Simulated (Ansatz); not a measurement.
ZnS under load (space group F-43m), r2SCAN with spin-orbit coupling, rigid bands in Ansatz (a first-principles code). Condition of this run: hydrostatic pressure 10 GPa (the target of the relaxation). Band gap 3.17 eV, N_c = 2.64e18 cm⁻³ and N_v = 4.55e19 cm⁻³ at 300 K, conductivity masses of 0.221 mₑ (electrons) and 0.766 mₑ (holes). Take k_BT = 0.02585 eV.

**Question.** Find the intrinsic carrier density and the intrinsic Fermi level.

**Answer.** n_i = √(N_c N_v) exp(−E_g/2k_BT) = 1.10e19 × exp(−61.31) = 2.6e-8 cm⁻³. The level lies (k_BT/2) ln(N_v/N_c) = 37 meV from mid-gap (positive towards the conduction band). Each 0.1 eV added to the gap lowers n_i by a factor of 6.9.

**Question.** What thermal injection velocity √(2k_BT/πm) limits a ballistic channel?

**Answer.** 1.14e7 cm/s for electrons and 6.15e6 cm/s for holes, a ratio of √(m_h/m_e) = 1.86, for dilute carriers.

Rigid bands with the computed gap; masses take one relaxation time for all states.
